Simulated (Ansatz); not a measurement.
An ideal cubic perovskite cell is held by its symmetry; such compounds can tilt or shift off centre at room temperature. Cells marked so need not be the phases stable at ambient conditions, and some may be hypothetical.

The gap is the functional's own. No spin-orbit coupling. Mid-gap values are interpolated on the energy grid.

A. C (P6_3/mmc, 4 atoms a cell, 5.7 Å³ an atom), along the normal of (100)
B. BaLiF3 (Pm-3m, cubic perovskite, not sure to be the ambient phase, 5 atoms a cell, 12.7 Å³ an atom), along the normal of (001)
C. CsPbBr3 (Pm-3m, cubic perovskite, 5 atoms a cell, 42.1 Å³ an atom), along the normal of (111)
D. BN (F-43m, zinc blende, 2 atoms a cell, 6.0 Å³ an atom, -5 GPa at this level), along the normal of (110)

### Question
Rank these by mid-gap decay constant of the slowest evanescent state (highest first), as r2SCAN in Ansatz (a quantum-chemistry and plane-wave program) gives it.

### Answer
B (0.52 1/Å), D (0.35 1/Å), A (0.31 1/Å), C (0.15 1/Å)
